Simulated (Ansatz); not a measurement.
**TiAl under a change: biaxial strain +1.00 %, plane normal [001], relaxed out of plane**

Base system: TiAl (space group P4/mmm, No. 123; a = 2.824 Å, c = 4.075 Å; relaxed with 0.1 eV smearing). Axes: x, y, z lie along a, b, c of the conventional cell.

One thing is altered: tensile biaxial strain of 1.00 % in the plane normal to [001], as in epitaxy on a mismatched substrate; the out-of-plane cell vector and the atoms relax.

Computed with Ansatz (a first-principles code) PBE, without spin-orbit coupling. k-mesh 20×20×14 (Γ-centred); smearing 0.1 eV (Fermi–Dirac).

The volume per atom rises by 0.16 Å³, from 16.25 Å³ to 16.41 Å³ and the space group remains P4/mmm (No. 123). The pressure (mean of the normal stresses, compression positive) goes from zero to -1.1 GPa and the band gap remains zero. The out-of-plane strain comes out as -1.02 % and the mean in-plane stress (compression positive) comes out as -1.6 GPa.

Final structure (turned so that z lies along the plane normal):

```yaml
crystal:
  lattice:
    - [2.85231, 0.00000, 0.00000]
    - [0.00000, 2.85231, 0.00000]
    - [0.00000, 0.00000, 4.03318]
  atoms:
    - { symbol: Ti, position: [0.00000, 0.00000, 0.00000] }
    - { symbol: Al, position: [0.50000, 0.50000, 0.50000] }
```

Stability against distortions was not tested. The final runs are not spin-polarised.
